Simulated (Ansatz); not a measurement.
N on the (0001) surface of wurtzite GaN (2x2 N adatom at H3; a constructed slab, bottom: 3 H on 4 bottom sites), one in a cell of 36 Å², started at the site 'top N'

Host crystal: wurtzite GaN, with a band gap (PBE, scalar-relativistic without spin-orbit coupling).

All values below come from PBE (plane waves to 420 eV, PAW; Ansatz, an electronic-structure program).

Model: 45-atom slab, 13.4 Å thick at the start with caps and adatoms under the adsorbate (thin: gaps and levels are the slab's own), 4x4x1 mesh, Fermi-Dirac 0.01 eV, dipole correction, 23 atoms held, the rest relaxed; start symmetry kept, larger cells not searched; spin-polarised, ending with about 0.9 μB a cell, a value that depends on the mesh; orders that need a larger cell were not tried, no spin-orbit, no U, no dispersion correction. The slab shows no gap over 0.04 eV on its mesh. At the end it is bonded to N. In PBE it is, or lies within 0.03 eV of, the lowest of the starts that converged.

energy of the end state, in which the adsorbate left with N of the surface, against ½ N2(g): 0.30 eV
change of the step from the bottom to the top vacuum level, against the clean slab: -0.95 eV
energy released by relaxation: 2.66 eV
height of the binding atom over the mean of the host atoms within 0.3 Å of the top one: 5.779 bohr
largest move of a host atom: 2.05 Å
caution: the clean host was not checked against rearrangement in a larger or rattled cell
caution: the host itself rearranges in this cell, so the energy holds part of a reconstruction
note: in the relaxation the adsorbate left its starting site by 1.8 Å

A negative adsorption energy means that the adsorbate is more stable on the surface than in its reference.
